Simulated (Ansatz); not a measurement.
System: CsCl-type TiCo. Method: PBE-D4 (Ansatz, an electronic-structure program, plane waves, PAW).

Numerical settings: plane-wave cutoff 520 eV, 18×18×18 k mesh, Fermi–Dirac smearing 0.05 eV, no spin polarisation, scalar-relativistic PAW data made under PBE.

Cell (relaxed at this level):

CoTi is modelled in the cubic space group Pm-3m (No. 221), the CsCl type structure, Pearson symbol cP2. Lattice parameters: a = 2.952 Å, b = 2.952 Å, c = 2.952 Å, α = 90.00°, β = 90.00°, γ = 90.00°. Ti on 1a is coordinated by 8 Co at 2.556 Å and 6 Ti at 2.952 Å. Co on 1b is coordinated by 8 Ti at 2.556 Å and 6 Co at 2.952 Å. (Neighbours: up to the widest gap in distance over summed covalent radii, below 1.35, at either atom.)

Task: Give the computed bulk modulus B0 and pressure derivative B′ of the bulk modulus.

Result: 
- bulk modulus B0 = 187 GPa
- pressure derivative B′ of the bulk modulus = 4.1

The run finds no gap.

Measured, for comparison: bulk modulus 154 GPa (room temperature, no zero-point or thermal correction; as tabulated in Yamada et al. (2019), arXiv:1910.09660). Computed (rounded) less measured: bulk modulus +21 %.

Computed values are for the static lattice.

It cost roughly 90 core-seconds of CPU time.
